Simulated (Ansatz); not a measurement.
Input and output of a self-consistent single point for PtS2 (P-3m1, 3 atoms in the cell) (Ansatz, an electronic-structure program).

Level of theory: LDA (PW92), default PAW files made with PBE (plane waves; Ansatz).

```yaml
crystal:
  lattice:
    - [3.50474, 0.00000, 0.00000]
    - [-1.75237, 3.03519, 0.00000]
    - [0.00000, 0.00000, 5.52767]
  atoms:
    - { symbol: Pt, position: [0.00000, 0.00000, 0.00000] }
    - { symbol: S, position: [0.66667, 0.33333, 0.77966] }
    - { symbol: S, position: [0.33333, 0.66667, 0.22034] }
```

Reference input (self-consistent single point, DFT, PBE, plane waves, default PAW files): kpoints.mp_grid.grid = 6 6 3; hamiltonian.xc = pbe; hamiltonian.pseudopotentials = {kind: paw} (the program's default PAW files); scf.occupations.method = fermi_dirac; scf.occupations.width = 0.05 eV. This run's input differs from it in these lines:

Ansatz 0.2 input:
```diff
@@ -13,3 +13,3 @@
 hamiltonian:
-  xc: pbe
+  xc: lda
   pseudopotentials: { kind: paw }
```

Output (repeated stretches shortened):

```
SCF iter   1: F=—  HF=-13985.291788 eV  |F-HF|=—  |Δ(HF+E_count)|=         —  Δρ=6.08e-3  dr2=2.61e-2  ethr=1.77e-3  ⟨swp⟩=5.6  Hψ=1630  notcnv=0
all-band conjugate gradients solve this SCF's bands
preconditioner: auto → Resta (q_TF=auto, 2.439 Å⁻¹)
SCF iter   2: F=—  HF=-13985.287698 eV  |F-HF|=—  |Δ(HF+E_count)|=   4.09e-3  Δρ=3.05e-3  dr2=3.29e-3  ethr=8.69e-5  ⟨swp⟩=1.9  Hψ=491  notcnv=0
   [... lines left out ...]
SCF iter   4: F=—  HF=-13985.286916 eV  |F-HF|=—  |Δ(HF+E_count)|=   1.01e-4  Δρ=2.25e-4  dr2=3.13e-5  ethr=2.46e-6  ⟨swp⟩=2.1  Hψ=397  notcnv=0
SCF iter   5: F=—  HF=-13985.286916 eV  |F-HF|=—  |Δ(HF+E_count)|=   8.76e-8  Δρ=4.28e-5  dr2=1.25e-6  ethr=1.04e-7  ⟨swp⟩=2.2  Hψ=452  notcnv=0
SCF iter   6: F=—  HF=-13985.286917 eV  |F-HF|=—  |Δ(HF+E_count)|=   3.64e-7  Δρ=1.26e-5  dr2=1.80e-7  ethr=4.15e-9  ⟨swp⟩=2.0  Hψ=491  notcnv=0
SCF iter   7: F=-13985.286917 eV  HF=-13985.286917 eV  |F-HF|=2.46e-9  |Δ(HF+E_count)|=   5.84e-8  Δρ=2.90e-6  dr2=9.55e-9  ethr=3.33e-10  ⟨swp⟩=4.8  Hψ=1264  notcnv=0
SCF 1 converged in 7 iterations: F = -13985.286917 eV  dr2 = 9.55e-9
Free energy (F): -13985.286917 eV
Internal energy: -13985.286916 eV  (E = F + TS)
E sigma→0 (E₀):  -13985.286916 eV
Entropy (-TS):   -0.000001 eV (-0.000 meV/atom)
Fermi energy:    9.892253 eV
--- Forces (eV/Å), atoms counted from 1 ---
  atom   1  Pt     0.00000000     0.00000000     0.00000000
  atom   2  S      0.00000000     0.00000000    -0.08693650
  atom   3  S     -0.00000000    -0.00000000     0.08693650
--- Stress (GPa, compression-positive) ---
        1.066896      -0.000000      -0.000000
       -0.000000       1.066896      -0.000000
       -0.000000       0.000000      -1.086581
  P = ⅓ Tr σ = 0.3491 GPa (3.491 kbar)
  The stress holds the Pulay correction. Without it, at fixed plane waves, as pw.x and ABINIT print it: P = 0.3234 GPa
```

The run converged in 7 iterations. Against the reference run the pressure goes from 7.58 to 0.35 GPa, the largest force goes from 0.604 to 0.087 eV/Å and the gap on the mesh goes from 1.403 to 1.279 eV.

The starting cell comes from a database of computed structures (which also holds hypothetical and non-ambient phases and stackings), without a prior relaxation at this level. Its lattice was rescaled by a random factor within 2.5 % of one. Spin-orbit coupling is off. Ansatz's pressure includes its estimate of the finite-basis (Pulay) stress.
